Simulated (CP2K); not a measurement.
Band structure of KMg₆Cd (Amm2, 8 atoms in the cell).

```yaml
crystal:
  lattice:
    - [5.28674, 0.00000, 0.00000]
    - [0.00000, 6.65374, 0.00000]
    - [0.00000, 3.25942, 5.80073]
  atoms:
    - { symbol: K, position: [0.00000, 0.83158, 0.83158] }
    - { symbol: Mg, position: [0.00000, 0.33561, 0.82843] }
    - { symbol: Mg, position: [0.00000, 0.82843, 0.33561] }
    - { symbol: Mg, position: [0.00000, 0.33673, 0.33673] }
    - { symbol: Mg, position: [0.50000, 0.18714, 0.65690] }
    - { symbol: Mg, position: [0.50000, 0.65690, 0.18714] }
    - { symbol: Mg, position: [0.50000, 0.16693, 0.16693] }
    - { symbol: Cd, position: [0.50000, 0.65669, 0.65669] }
```

Level of theory: PBEsol, GPW, DZVP-MOLOPT-SR-GTH basis, GTH-PBE potentials (GTH_POTENTIALS) (CP2K).

Settings: CUTOFF = 1000 Ry; REL_CUTOFF = 50 Ry; SMEAR/METHOD = GAUSSIAN; SIGMA = 0.05 eV; KPOINTS/SCHEME = MACDONALD 4 3 3 0.125 0 0; XC_FUNCTIONAL = PBE:PBESOL; K/BASIS_SET = DZVP-MOLOPT-SR-GTH; K/POTENTIAL = GTH-PBE-q9; Mg/BASIS_SET = DZVP-MOLOPT-SR-GTH; Mg/POTENTIAL = GTH-PBE-q10; Cd/BASIS_SET = DZVP-MOLOPT-SR-GTH; Cd/POTENTIAL = GTH-PBE-q12; METHOD = GPW; EPS_DEFAULT = 1e-11.

The starting cell comes from a database of computed structures (which also holds hypothetical and non-ambient phases and stackings), without a prior relaxation at this level. Its lattice was rescaled by a random factor within 2.5 % of one. Values carry the incompleteness of an atom-centred basis. The potentials were made for another functional than the one used.

Levels in eV from the Fermi level, bands 38 to 43:
```
point     38     39     40     41     42     43
-----  -----  -----  -----  -----  -----  -----
Γ      -1.82  -1.39  -1.35  -1.32  -0.23   2.12
X      -0.51  -0.43  -0.37  -0.09   0.41   0.65
S      -0.69  -0.03   0.17   0.21   0.88   1.00
R      -2.35  -1.63  -1.35  -1.02   1.81   1.91
A      -3.37  -2.41   0.38   0.45   0.61   0.72
Z      -1.24  -1.13  -0.93  -0.88  -0.87  -0.59
Y      -0.70  -0.09   0.19   0.27   0.84   1.17
X1     -0.51  -0.43  -0.37  -0.09   0.41   0.65
A1     -3.37  -2.41   0.38   0.45   0.61   0.72
T      -2.25  -1.95  -1.28  -1.11   1.90   2.20
```

Bands cross the Fermi level along this path, so the cell is metallic at this level.

Higher empty bands are left out: an atom-centred basis made for the valence describes them poorly.
